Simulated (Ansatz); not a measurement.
Take SnO2 in the rutile structure (space group P4_2/mnm, No. 136) as the base.

```
CELL_PARAMETERS angstrom
      4.72236     0.00000     0.00000
      0.00000     4.72236     0.00000
      0.00000     0.00000     3.19034
ATOMIC_POSITIONS crystal
  Sn 0.00000 0.00000 0.00000
  Sn 0.50000 0.50000 0.50000
  O  0.30607 0.30607 0.00000
  O  0.80607 0.19393 0.50000
  O  0.19393 0.80607 0.50000
  O  0.69393 0.69393 0.00000
```

Cartesian axes are those of the cell as printed.

Computed with DFT with LDA, PAW potentials and a 420 eV plane-wave cutoff in Ansatz (a first-principles code), without spin-orbit coupling.

Strains are applied to the cell and any free atomic positions relax.

One change was made to it. Results:

The band gap goes up by 0.194 eV to 1.36 eV; the electron mass becomes 0.19 mₑ along z, 0.21 mₑ across (at Γ) (base: 0.18 mₑ along c, 0.20 mₑ across (at Γ)); the pressure (mean of the normal stresses, compression positive) goes from zero to 3.65 GPa; the valence-band top at Γ (three highest levels, from the VBM) becomes 0.00, -0.75, -0.83 eV (base: 0.00, -0.80, -0.80 eV).

Q: What was done to the base?
A. uniaxial strain ε_xx = −3.00 %
B. uniaxial strain ε_xx = −0.60 %
C. uniaxial strain ε_xx = −1.80 %

A: C, uniaxial strain ε_xx = −1.80 %. For comparison, the band gap in the other runs: uniaxial strain ε_xx = −3.00 % gives 1.51 eV; uniaxial strain ε_xx = −0.60 % gives 1.22 eV.

Masses are band curvatures over ±0.01 Å⁻¹ around the edge. Whether these cells are dynamically stable was not tested.
